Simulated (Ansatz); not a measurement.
# Worked example: self-consistent single point of SnO2 (P4_2/mnm, 6 atoms in the cell) in Ansatz

Method: PBE (plane waves, PAW; Ansatz, a program for electronic structure).

Input as run:

Ansatz 0.2 input:
```yaml
# SnO2
crystal:
  lattice:
    - [4.725780, 0.000000, 0.000000]
    - [0.000000, 4.725780, 0.000000]
    - [0.000000, 0.000000, 3.180430]
  atoms:
    - { symbol: Sn, position: [0.000000, 0.000000, 0.000000] }
    - { symbol: Sn, position: [0.500000, 0.500000, 0.500000] }
    - { symbol: O, position: [0.307000, 0.307000, 0.000000] }
    - { symbol: O, position: [0.807000, 0.193000, 0.500000] }
    - { symbol: O, position: [0.193000, 0.807000, 0.500000] }
    - { symbol: O, position: [0.693000, 0.693000, 0.000000] }
basis:
  ecutwfc: 420.0
kpoints:
  mp_grid: { grid: [5, 5, 8] }
hamiltonian:
  xc: pbe
  pseudopotentials: { kind: paw }
scf:
  occupations: { method: fermi_dirac, width: 0.01 }
output:
  forces: true
  eigenvalues: true
  stress: true
```

Log, with long lists cut:

```
WARN ansatz: RAYON_NUM_THREADS=1 ignored (pool sized by the plan → 1); use --threads N
Pseudopotentials: kind: paw
Pseudopotential: Sn, paw, valence charge 14
Pseudopotential: O, paw, valence charge 6
Crystal: 6 atoms, lattice volume = 71.029 Å³
Basis set: ecut = 420 eV, 1411 PW (Γ), exchange–correlation on 64×64×48 points (8 copies of the dense FFT grid, shifted against one another)
Bands: 32, of which v1, the nominal top of the filled ones, is band 26 counted from 1 (25 counted from 0)
Symmetry: 16 space group operations
Space group: P42/mnm (ITA 136), of the structure as read, at distance tolerance 4.1e-5 Å
k-points: 30 of 200
Initial density: superposition of atomic densities (neutral atoms: chi_scale 0, normalization atom), corrected by the library's trained network
Initial wavefunctions: pseudopotential atomic-orbital guess
Eigensolver: davidson
Functional: x = pbe(κ = 0.804, μ = 0.2195149727645171), c = pbe(β = 0.06672455060314922)
SCF iter   1: F=—  HF=-14317.801481 eV  |F-HF|=—  |Δ(HF+E_count)|=         —  Δρ=1.09e-3  dr2=2.49e-4  ethr=1.77e-3  ⟨swp⟩=6.3  Hψ=4259  notcnv=0
all-band conjugate gradients solve this SCF's bands
preconditioner: auto → Resta (q_TF=auto, 2.590 Å⁻¹)
SCF iter   2: F=—  HF=-14317.802980 eV  |F-HF|=—  |Δ(HF+E_count)|=   1.50e-3  Δρ=5.90e-4  dr2=7.43e-5  ethr=4.79e-7  ⟨swp⟩=2.9  Hψ=2269  notcnv=0  defer=46
SCF iter   3: F=—  HF=-14317.803237 eV  |F-HF|=—  |Δ(HF+E_count)|=   2.57e-4  Δρ=1.85e-4  dr2=1.84e-5  ethr=1.43e-7  ⟨swp⟩=2.2  Hψ=1606  notcnv=0  defer=46
SCF iter   4: F=—  HF=-14317.803244 eV  |F-HF|=—  |Δ(HF+E_count)|=   7.36e-6  Δρ=4.87e-5  dr2=8.12e-7  ethr=3.53e-8  ⟨swp⟩=2.0  Hψ=1276  notcnv=0  defer=46
SCF iter   5: F=—  HF=-14317.803245 eV  |F-HF|=—  |Δ(HF+E_count)|=   9.00e-7  Δρ=1.88e-5  dr2=1.28e-7  ethr=1.56e-9  ⟨swp⟩=2.0  Hψ=1568  notcnv=0  defer=46
SCF iter   6: F=-14317.803245 eV  HF=-14317.803245 eV  |F-HF|=1.23e-8  |Δ(HF+E_count)|=   3.20e-7  Δρ=3.92e-6  dr2=5.82e-9  ethr=1.92e-10  ⟨swp⟩=8.6  Hψ=4005  notcnv=0
SCF 1 converged in 6 iterations: F = -14317.803245 eV  dr2 = 5.82e-9
SCF converged after 6 iterations
Free energy (F): -14317.803245 eV
Harris-Foulkes:  -14317.803245 eV  (|F-HF|=1.23e-8)
Internal energy: -14317.803245 eV  (E = F + TS)
E sigma→0 (E₀):  -14317.803245 eV
Fermi energy:    10.313894 eV
--- Per-component energies (eV) ---
  E_band       = -109.003903
  E_kinetic    = 1086.303222
  E_local      = -2846.493553  (includes V_loc(G=0)·N_el)
  E_nonlocal   = 135.046603
  E_hartree    = 1486.426535
  E_xc         = -1055.199420
  E_vxc        = -564.405783  (∫ρ·V_xc dr)
  E_paw        = -8930.717137  (= ΣΔE_a)
  E_vpaw       = -892.317942  (= ΣTr[D̂ρ^β])
  E_aug_tail   = 0.010022  (compensation charges beyond the density's cutoff)
  E_ewald      = -4193.179517
  E_smearing   = -0.000000  (= −TS)
  E_closure    = 0.000000  (closes the sum)
  Σ components = -14317.803245   (vs F -14317.803245, Δ=0.00e0)
--- Forces (eV/Å), atoms counted from 1 ---
  atom   1  Sn     0.00000000    -0.00000000     0.00000000
  atom   2  Sn     0.00000000     0.00000000     0.00000000
  atom   3  O     -0.20157301    -0.20157301     0.00000000
  atom   4  O     -0.20157301     0.20157301     0.00000000
  atom   5  O      0.20157301    -0.20157301     0.00000000
  atom   6  O      0.20157301     0.20157301     0.00000000
  max |Σ_I F_I| component: 5.55e-17 eV/Å
--- Stress (GPa, compression-positive) ---
       11.622702       0.000000       0.000000
        0.000000      11.622702       0.000000
        0.000000       0.000000      14.864744
  P = ⅓ Tr σ = 12.7034 GPa (127.034 kbar)
  The stress holds the Pulay correction. Without it, at fixed plane waves, as pw.x and ABINIT print it: P = 11.8525 GPa
--- Band table (eV; the first three rows and the last of 30) ---
  k-point 0: bands = ["-11.4957", "-10.7083", "-10.4073", "-10.3874", "-10.3874", "-10.3003", "-10.2548", "-10.1631", "-10.1303", "-10.1303", "-9.3295", "-7.4859", "-7.4859", "-5.6360", "1.5202", "5.5600", "5.5600", "5.6502", "6.5037", "7.5850", [...]
  k-point 1: bands = ["-11.4182", "-10.6079", "-10.5478", "-10.5478", "-10.3782", "-10.3163", "-10.2482", "-10.1636", "-10.1519", "-10.1519", "-9.2528", "-7.2264", "-7.2264", "-5.7575", "1.5011", "5.5279", "5.7073", "5.7073", "6.5940", "6.6069", [...]
  k-point 2: bands = ["-11.2142", "-10.8704", "-10.8704", "-10.4446", "-10.3129", "-10.3003", "-10.2309", "-10.1929", "-10.1929", "-10.1663", "-8.9737", "-6.6615", "-6.6615", "-6.1396", "1.5101", "4.9865", "5.3715", "6.0556", "6.0556", "6.8039", [...]
  k-point 29: bands = ["-11.3215", "-11.2427", "-10.7295", "-10.6036", "-10.2513", "-10.2501", "-10.1821", "-10.1806", "-10.1322", "-10.1304", "-7.5925", "-7.4405", "-5.9964", "-5.8893", "1.6762", "1.8177", "4.6442", "4.6444", "5.9066", "7.1006", [...]
```

The run converged in 6 iterations.

The starting cell has typed, rounded lattice constants, without a prior relaxation at this level. Its lattice was rescaled by up to half a per cent. With a pressure of about 13 GPa the cell is away from its equilibrium volume at this level. Ansatz's pressure includes its estimate of the finite-basis (Pulay) stress. Without the estimate this run gives 11.85 GPa.
